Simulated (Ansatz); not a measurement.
InP (R3m), r2SCAN with spin-orbit coupling, rigid bands (Ansatz, a quantum-chemistry and plane-wave program): Condition of this run: biaxial stress in (111) of 2 GPa (compression positive) (the target of the relaxation). band gap 1.13 eV, N_c = 7.17e17 cm⁻³ and N_v = 1.23e19 cm⁻³ at 300 K, conductivity masses of 0.0958 mₑ (electrons) and 0.467 mₑ (holes). Take k_BT = 0.02585 eV.

Question: What built-in voltage has an abrupt junction with N_A = 1e16 and N_D = 1e17 cm⁻³, all dopants ionised?

Answer: V_bi = E_g/e − (k_BT/e) ln(N_c N_v/(N_A N_D)) = 1.13 − 0.02585 × 9.08 = 0.90 V. It follows the computed gap one for one.

Question: Find the intrinsic carrier density and the intrinsic Fermi level.

Answer: n_i = √(N_c N_v) exp(−E_g/2k_BT) = 2.97e18 × exp(−21.86) = 9.6e8 cm⁻³. The level lies (k_BT/2) ln(N_v/N_c) = 37 meV from mid-gap (positive towards the conduction band). Each 0.1 eV added to the gap lowers n_i by a factor of 6.9.

Question: What thermal injection velocity √(2k_BT/πm) limits a ballistic channel?

Answer: 1.74e7 cm/s for electrons and 7.87e6 cm/s for holes, a ratio of √(m_h/m_e) = 2.21, for dilute carriers.

Rigid, parabolic bands with the computed gap; masses take one relaxation time for all states. Geometry: cell and atoms relaxed with PBEsol.
